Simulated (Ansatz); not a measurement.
Input and output of a self-consistent single point for LaBPd3 (P4mm, 5 atoms in the cell) (Ansatz, a program for electronic structure).

Level of theory: PBEsol, default PAW files made with PBE (plane waves; Ansatz).

```
LaBPd3
1.0
    4.39533     0.00000     0.00000
    0.00000     4.39533     0.00000
    0.00000     0.00000     4.39533
La B Pd
1 1 3
Direct
  0.00000   0.00000   0.01138
  0.50000   0.50000   0.50000
  0.00000   0.50000   0.50000
  0.50000   0.00000   0.50000
  0.50000   0.50000   0.00000
```

Reference input (self-consistent single point, DFT, PBEsol, plane waves, default PAW files made with PBE): basis.ecutwfc = 420 eV; kpoints.mp_grid.grid = 7 7 7; hamiltonian.xc = pbesol; hamiltonian.pseudopotentials = {kind: paw} (the program's default PAW files); scf.occupations.method = fermi_dirac; scf.occupations.width = 0.1 eV. This run's input differs from it in these lines:

Ansatz 0.2 input:
```diff
@@ -13,3 +13,3 @@
 basis:
-  ecutwfc: 420.0
+  ecutwfc: 1010.0
 kpoints:
```

Output (repeated stretches shortened):

```
SCF iter   1: F=—  HF=-27036.702391 eV  |F-HF|=—  |Δ(HF+E_count)|=         —  Δρ=1.19e-2  dr2=1.62e-1  ethr=1.77e-3  ⟨swp⟩=5.3  Hψ=5792  notcnv=0
all-band conjugate gradients solve this SCF's bands
preconditioner: auto → Kerker (q_TF=auto, 2.629 Å⁻¹)
SCF iter   2: F=—  HF=-27036.675519 eV  |F-HF|=—  |Δ(HF+E_count)|=   2.69e-2  Δρ=3.35e-3  dr2=1.54e-2  ethr=2.38e-4  ⟨swp⟩=2.5  Hψ=2664  notcnv=0
SCF iter   3: F=—  HF=-27036.672651 eV  |F-HF|=—  |Δ(HF+E_count)|=   2.87e-3  Δρ=1.01e-3  dr2=1.32e-3  ethr=2.26e-5  ⟨swp⟩=2.0  Hψ=2362  notcnv=0
SCF iter   4: F=—  HF=-27036.672377 eV  |F-HF|=—  |Δ(HF+E_count)|=   2.74e-4  Δρ=2.02e-4  dr2=3.66e-5  ethr=1.94e-6  ⟨swp⟩=2.0  Hψ=2458  notcnv=0
SCF iter   5: F=—  HF=-27036.672319 eV  |F-HF|=—  |Δ(HF+E_count)|=   5.79e-5  Δρ=5.73e-5  dr2=3.13e-6  ethr=5.38e-8  ⟨swp⟩=2.1  Hψ=2421  notcnv=0
SCF iter   6: F=-27036.672318 eV  HF=-27036.672318 eV  |F-HF|=8.21e-9  |Δ(HF+E_count)|=   4.07e-7  Δρ=1.09e-5  dr2=9.93e-8  ethr=1.47e-10  ⟨swp⟩=4.8  Hψ=7864  notcnv=0
SCF 1 converged in 6 iterations: F = -27036.672318 eV  dr2 = 9.93e-8
Free energy (F): -27036.672318 eV
Internal energy: -27036.542426 eV  (E = F + TS)
E sigma→0 (E₀):  -27036.607372 eV
Entropy (-TS):   -0.129893 eV (-25.979 meV/atom)
Fermi energy:    16.337718 eV
--- Forces (eV/Å), atoms counted from 1 ---
  atom   1  La     0.00000000     0.00000000    -0.19361082
  atom   2  B      0.00000000     0.00000000     0.00708213
  atom   3  Pd     0.00000000     0.00000000     0.10530930
  atom   4  Pd     0.00000000     0.00000000     0.10530930
  atom   5  Pd     0.00000000     0.00000000    -0.02410259
--- Stress (GPa, compression-positive) ---
       -4.343137       0.000000       0.000000
        0.000000      -4.343137       0.000000
        0.000000       0.000000      -4.364756
  P = ⅓ Tr σ = -4.3503 GPa (-43.503 kbar)
  The stress holds the Pulay correction. Without it, at fixed plane waves, as pw.x and ABINIT print it: P = -4.3525 GPa
```

The run converged in 6 iterations. Against the reference run the free energy goes down by 1.9 meV/atom, the pressure moves little (-4.33 to -4.35 GPa) and the largest force stays at 0.194 eV/Å.

The starting cell comes from a database of computed structures (which also holds hypothetical and non-ambient phases and stackings), without a prior relaxation at this level. Its lattice was rescaled by up to half a per cent. One atom was moved a little off its site on purpose. Spin polarisation is off. Ansatz's pressure includes its estimate of the finite-basis (Pulay) stress.

Cost on one core of a shared machine: roughly 30 s.
